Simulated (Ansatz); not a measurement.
This Ansatz (a first-principles code) input is the reference run, La$_{2}$O$_{3}$ (space group P-3m1, No. 164), computed with PBEsol, PAW, 420 eV (Ansatz; no spin-orbit coupling), earlier PAW set:

Ansatz 0.2 input:
```yaml
crystal:
  lattice:
    - [3.9064556654, 0, 0]
    - [-1.9532278327, 3.383089845, 0]
    - [0, 0, 6.0394152817]
  atoms:
    - { symbol: La, position: [0.3333333333, 0.6666666667, 0.2453358313] }
    - { symbol: La, position: [0.6666666667, 0.3333333333, 0.7546641687] }
    - { symbol: O, position: [0, 0, 0] }
    - { symbol: O, position: [0.3333333333, 0.6666666667, 0.646081173] }
    - { symbol: O, position: [0.6666666667, 0.3333333333, 0.353918827] }
basis: { ecutwfc: 420, ecutrho_ratio: 4, xc_grid: 2, fft_grid_basis: typed }
kpoints: { mp_grid: { grid: [10, 10, 6] } }
hamiltonian:
  xc: pbesol
  dispersion: none
  pseudopotentials: { azcp: { folder: ./paw }, kind: paw }
scf: { occupations: { method: fermi_dirac, width: 0.05 }, convergence: { dr2_threshold: 0.0000000005 } }
output: { forces: true, stress: true }
checkpoint: { write: state.ck, write_every: 1000 }
```

Q: Write the input for this change: uniaxial stress, 2 GPa tension along x, with the cell and atoms free to relax against it.

A: 
Ansatz 0.2 input:
```yaml
crystal:
  lattice:
    - [3.9064556654, 0, 0]
    - [-1.9532278327, 3.383089845, 0]
    - [0, 0, 6.0394152817]
  atoms:
    - { symbol: La, position: [0.3333333333, 0.6666666667, 0.2453358313] }
    - { symbol: La, position: [0.6666666667, 0.3333333333, 0.7546641687] }
    - { symbol: O, position: [0, 0, 0] }
    - { symbol: O, position: [0.3333333333, 0.6666666667, 0.646081173] }
    - { symbol: O, position: [0.6666666667, 0.3333333333, 0.353918827] }
basis: { ecutwfc: 420, ecutrho_ratio: 4, xc_grid: 2, fft_grid_basis: typed }
kpoints: { mp_grid: { grid: [10, 10, 6] } }
hamiltonian:
  xc: pbesol
  dispersion: none
  pseudopotentials: { azcp: { folder: ./paw }, kind: paw }
scf: { occupations: { method: fermi_dirac, width: 0.05 } }
relax: { f_tol: 0.005, max_steps: 50, cell: { stress_tol: 0.01, sigma_target: [-2, 0, 0, 0, 0, 0] } }
output: { forces: true, stress: true }
checkpoint: { write: state.ck, write_every: 1000 }
```
This is the input that was run.

Load acts through the strain it causes; cell and atoms are relaxed under it. sigma_target is in GPa, compression positive, in the order xx, yy, zz, yz, xz, xy. Stability under load was not tested beyond the relaxation.
